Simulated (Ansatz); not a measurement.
```yaml
crystal:
  lattice:
    - [4.05051, 0.00068, 0.04335]
    - [0.00066, 4.04881, -0.12527]
    - [1.99353, 1.14140, 28.43618]
  atoms:
    - { symbol: Al, position: [0.02310, 0.87910, 0.18568] }
    - { symbol: Al, position: [0.58047, 0.37958, 0.08472] }
    - { symbol: Al, position: [0.90917, 0.86692, 0.38712] }
    - { symbol: Al, position: [0.46663, 0.37299, 0.28642] }
    - { symbol: Al, position: [0.36051, 0.36083, 0.48803] }
    - { symbol: As, position: [0.05171, 0.38226, 0.13512] }
    - { symbol: As, position: [0.61178, 0.88404, 0.03134] }
    - { symbol: As, position: [0.93809, 0.37012, 0.33679] }
    - { symbol: As, position: [0.49437, 0.87625, 0.23604] }
    - { symbol: As, position: [0.82875, 0.35871, 0.54110] }
    - { symbol: As, position: [0.38058, 0.86383, 0.43765] }
    - { symbol: Al, position: [0.82090, 0.34812, 0.68059] }
    - { symbol: Al, position: [0.32858, 0.84865, 0.67722] }
    - { symbol: Al, position: [0.35733, 0.35275, 0.61372] }
    - { symbol: Al, position: [0.86990, 0.85347, 0.60252] }
    - { symbol: Al, position: [0.73712, 0.34049, 0.82245] }
    - { symbol: Al, position: [0.23863, 0.83963, 0.82220] }
    - { symbol: Al, position: [0.27731, 0.34623, 0.75130] }
    - { symbol: Al, position: [0.77678, 0.84655, 0.74988] }
    - { symbol: Al, position: [0.65954, 0.33444, 0.95936] }
    - { symbol: Al, position: [0.14861, 0.82927, 0.97000] }
    - { symbol: Al, position: [0.19653, 0.33381, 0.89610] }
    - { symbol: Al, position: [0.69871, 0.83809, 0.89243] }
```

The first 11 atoms are the substrate (AlAs-zb), the rest the film (Al).

These are PBE (plane waves to 420 eV, PAW; Ansatz, a first-principles code) values and carry that method's errors. Scalar-relativistic, without spin–orbit coupling; the runs are not spin-polarised; PBE gaps are too small against experiment. Its k-point mesh 8×8×1, Fermi–Dirac width 0.05 eV.

Task: Describe the bonding at the interfaces and give the barriers.

Result: A periodic stack without vacuum, fcc Al (0 0 1) on zinc-blende AlAs (0 0 1) (film strained to the substrate, started from cuts of the bulks and a machine-learned relaxation; slabs Al5As6 and Al12, which can lie off the formulas): substrate slab Al5As6, film Al12, surface cells [[1, 0], [1, 1]] and [[0, -1], [2, 1]], film strained by +0.2 and +0.2 %, outermost planes As/As and Al/Al as cut, which need not be the usual terminations and can put a slab off its formula.
The interface area is 16.4 Å². The period comes out as 28.43 Å and the heights between the nearest atoms of the two slabs at the two interfaces comes out as 1.75 and 1.74 Å. The Al–As contacts across the interfaces within 1.22 times the sum of covalent radii comes out as 6, mean 2.70 Å and the hole barrier (PBE) is 1.04 eV. The electron barrier (PBE) is 0.47 eV.
